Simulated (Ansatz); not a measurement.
## BaHfO3 under a change: pressure 1.5 GPa

The reference is BaHfO3 in the cubic perovskite structure (space group Pm-3m, No. 221; a = 4.1575 Å).

Modification: a hydrostatic pressure of 1.5 GPa.

Method: plane-wave PAW DFT at the PBEsol level (Ansatz, a quantum-chemistry and plane-wave program, 420 eV), spin-orbit coupling left out. Settings: 8×8×8 k-points, 0.05 eV Fermi–Dirac smearing.

```tsv
quantity	base	changed	shift
volume per atom	14.37 Å³	14.25 Å³	-0.12 Å³
lattice parameter a	4.158 Å	4.145 Å	-0.0121 Å
shortest interatomic distance	2.079 Å	2.073 Å	-0.006 Å
band gap	3.58 eV	3.60 eV	+0.02 eV
gap character	indirect, R → Γ	indirect, R → Γ	–
smallest direct gap	3.67 eV	3.67 eV	0.00 eV
width of the top valence band	0.81 eV	0.81 eV	0.00 eV
electron mass (degenerate bands, along [100])	0.33, 0.33, 2.2 mₑ (at Γ)	0.33, 0.33, 2.2 mₑ (at Γ)	–
```

Final structure:

```
BaHfO3
1.0
    4.14547     0.00000     0.00000
    0.00000     4.14547     0.00000
    0.00000     0.00000     4.14547
Ba Hf O
1 1 3
Direct
  0.00000   0.00000   0.00000
  0.50000   0.50000   0.50000
  0.50000   0.00000   0.50000
  0.00000   0.50000   0.50000
  0.50000   0.50000   0.00000
```

Cost of the whole job for the changed cell (relaxation, final SCF and bands): very roughly 60 core-seconds.

Spin-orbit coupling, missing from the scalar runs, can matter with Hf. Load acts through the strain it causes; cell and atoms are relaxed under it. Effective masses come from finite differences of ±0.01 Å⁻¹. No phonon test of stability was made.
